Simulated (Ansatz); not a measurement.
Consider SiO$_{2}$ in the rutile structure (space group P4_2/mnm, No. 136).

```cif
data_O4Si2
_chemical_formula_sum 'Si2 O4'
_space_group_name_H-M_alt 'P 1'
_space_group_IT_number 1
_cell_length_a 4.18519
_cell_length_b 4.18519
_cell_length_c 2.66884
_cell_angle_alpha 90.000
_cell_angle_beta 90.000
_cell_angle_gamma 90.000
loop_
_space_group_symop_operation_xyz
  'x, y, z'
loop_
_atom_site_label
_atom_site_type_symbol
_atom_site_fract_x
_atom_site_fract_y
_atom_site_fract_z
_atom_site_occupancy
Si1 Si 0.00000 0.00000 0.00000 1
Si2 Si 0.50000 0.50000 0.50000 1
O1 O 0.30610 0.30610 0.00000 1
O2 O 0.80610 0.19390 0.50000 1
O3 O 0.19390 0.80610 0.50000 1
O4 O 0.69390 0.69390 0.00000 1
```

Computed with Ansatz (a quantum-chemistry and plane-wave program) r2SCAN, no spin-orbit coupling.

Base values:

The lattice parameter a is 7.909 bohr and the valence-band top at Γ is 0.00, -0.88, -0.88 eV. The electron mass is 0.38 mₑ along c, 0.48 mₑ across (at Γ).

Perturbation: hydrostatic tension (pressure −2 GPa).

Task: Estimate the effect on the lattice parameter a, valence-band top at Γ and electron mass.

Result: The lattice parameter a increases by 0.022 bohr (7.909 bohr → 7.931 bohr); the valence-band top at Γ (three highest levels, from the VBM) changes from 0.00, -0.88, -0.88 eV to 0.00, -0.87, -0.87 eV; the electron mass becomes 0.37 mₑ along c, 0.48 mₑ across (at Γ) (base: 0.38 mₑ along c, 0.48 mₑ across (at Γ)).

The levels and masses belong to the bands next to the band gap. Load acts through the strain it causes; cell and atoms are relaxed under it. Masses are band curvatures over ±0.01 Å⁻¹ around the edge. No phonon test of stability was made.
